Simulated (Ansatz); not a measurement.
B20 (FeSi-type) CoSi, treated with revPBE (Ansatz, a program for electronic structure, PAW).

The run printed, among other lines:

```
WARN output.stress: scf.convergence.dr2_threshold = 1.6e-8 eV (the default of a walk held to its f_tol) is looser than the 8e-10 eV advised for a printed …
Relaxation: its limit of steps is 80 (relax.max_steps)
Crystal: 8 atoms, lattice volume = 86.397 Å³
Basis set: ecut = 520 eV, 2325 PW (Γ), exchange–correlation on 72×72×72 points (8 copies of the dense FFT grid, shifted against one another)
Bands: 51, of which v1, the nominal top of the filled ones, is band 42 counted from 1 (41 counted from 0)
Symmetry: 12 space group operations
Space group: P213 (ITA 198), of the structure as read, at distance tolerance 4.4e-5 Å
k-points: 119 of 1728 (time reversal used)
Functional: x = revpbe(κ = 1.245, μ = 0.2195149727645171), c = pbe(β = 0.06672455060314922)
SCF iter   1: F=—  HF=-23075.199520 eV  |F-HF|=—  |Δ(HF+E_count)|=         —  Δρ=8.26e-3  dr2=2.11e-2
SCF iter   2: F=—  HF=-23075.195521 eV  |F-HF|=—  |Δ(HF+E_count)|=   4.00e-3  Δρ=3.08e-3  dr2=2.33e-3
  ...
SCF 1 converged in 6 iterations: F = -23075.195041 eV  dr2 = 1.88e-7
Crystal: 8 atoms, lattice volume = 86.397 Å³
Initial density: handed on by an earlier stage of this run
SCF 2 converged in 6 iterations: F = -23075.195285 eV  dr2 = 1.39e-10
Crystal: 8 atoms, lattice volume = 86.397 Å³
SCF iter   5: F=—  HF=-23075.195660 eV  |F-HF|=—  |Δ(HF+E_count)|=   2.17e-8  Δρ=7.30e-6  dr2=2.70e-8
SCF iter   6: F=-23075.195660 eV  HF=-23075.195660 eV  |F-HF|=1.16e-9  |Δ(HF+E_count)|=   6.83e-9  Δρ=2.34e-6  dr2=3.52e-9
SCF 3 converged in 6 iterations: F = -23075.195660 eV  dr2 = 3.52e-9
relax step   3: F+E_penalty+E_count = -23075.19566032 eV  Δ(F+E_penalty+E_count) = -3.749e-4 eV  max|allowed force component| = 2.252e-3 eV/Å  Δτ_max = 0.0047 Å  (6 SCF iters, accepted)
SCF converged after 6 iterations
Free energy (F): -23075.195660 eV
Internal energy: -23075.182379 eV  (E = F + TS)
E sigma→0 (E₀):  -23075.189020 eV
Fermi energy:    16.936547 eV
--- Forces (eV/Å), atoms counted from 1 ---
  atom   1  Co     0.00104054    -0.00104054     0.00104054
  atom   2  Co     0.00104054     0.00104054    -0.00104054
  atom   3  Co    -0.00104054    -0.00104054    -0.00104054
  atom   4  Co    -0.00104054     0.00104054     0.00104054
  atom   5  Si    -0.00225171     0.00225171    -0.00225171
  atom   6  Si    -0.00225171    -0.00225171     0.00225171
  atom   7  Si     0.00225171     0.00225171     0.00225171
  atom   8  Si     0.00225171    -0.00225171    -0.00225171
--- Stress (GPa, compression-positive) ---
        4.471558      -0.000000       0.000000
       -0.000000       4.471558       0.000000
        0.000000       0.000000       4.471558
  P = ⅓ Tr σ = 4.4716 GPa (44.716 kbar)
```

Question: Write an input file that could have produced this run (the log leaves some choices open).

Answer: This is not unique; one that fits is 
Ansatz 0.2 input:
```yaml
crystal:
  lattice:
    - [4.4207930536, 0.0, 0.0]
    - [0.0, 4.4207930536, 0.0]
    - [0.0, 0.0, 4.4207930536]
  atoms:
    - { symbol: Co, position: [0.8551477307, 0.6448522693, 0.3551477307] }
    - { symbol: Co, position: [0.3551477307, 0.8551477307, 0.6448522693] }
    - { symbol: Co, position: [0.1448522693, 0.1448522693, 0.1448522693] }
    - { symbol: Co, position: [0.6448522693, 0.3551477307, 0.8551477307] }
    - { symbol: Si, position: [0.1567926232, 0.3432073768, 0.6567926232] }
    - { symbol: Si, position: [0.6567926232, 0.1567926232, 0.3432073768] }
    - { symbol: Si, position: [0.8432073768, 0.8432073768, 0.8432073768] }
    - { symbol: Si, position: [0.3432073768, 0.6567926232, 0.1567926232] }
basis:
  ecutwfc: 520
  ecutrho_ratio: 4
  xc_grid: 2
kpoints:
  mp_grid: { grid: [12, 12, 12] }
hamiltonian:
  xc: revpbe
  dispersion: none
  pseudopotentials: { kind: paw }
scf:
  occupations: { method: fermi_dirac, width: 0.05 }
output:
  forces: true
  stress: true
  eigenvalues: true
relax:
  f_tol: 0.004
  escape_saddle: false
  max_steps: 80
```

The cell is one volume of an energy–volume scan, off the minimum.

The PAW data were made under PBE.
